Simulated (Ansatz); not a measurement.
Cost and result by functional for the surface energy of the (31-42) surface of hcp Sc in its 1x1 cell, outermost plane spacing 0.51 Å in the ideal cut, in Ansatz (plane waves, PAW). Single points on the PBE structure, on one kind of machine; costs are rough ratios of the slab run's core time (references not counted) to the cheapest single point. r2SCAN's cost holds its higher cutoff (500 against 420 eV). Differences are taken against r2SCAN for comparison alone: no measured value is at hand, so the table doesn't rank accuracy.

Slab: 28 atoms, 10.4 Å thick at the start (thin: gaps and levels are the slab's own); k 5x5x1, smearing 0.1 eV, dipole-corrected; all atoms relaxed; held to the start's symmetry, so lower structures may exist; no spin, no spin-orbit, no U. These notes are the PBE run's.

| functional | relative cost | surface energy (J/m²) | less r2SCAN (J/m²) |
|---|---|---|---|
| RPBE | 1 | 1.26 | -0.19 |
| PBEsol | 1 | 1.46 | 0.00 |
| LDA | 1 | 1.50 | 0.04 |
| r2SCAN | 2 | 1.46 | 0.00 |
| PBE (the relaxed run's value) | – | 1.36 | -0.10 |

The values span 0.24 J/m², while the single points' costs differ by a factor of roughly 2. Differences are of unrounded values.

Ansatz is a program for electronic structure.
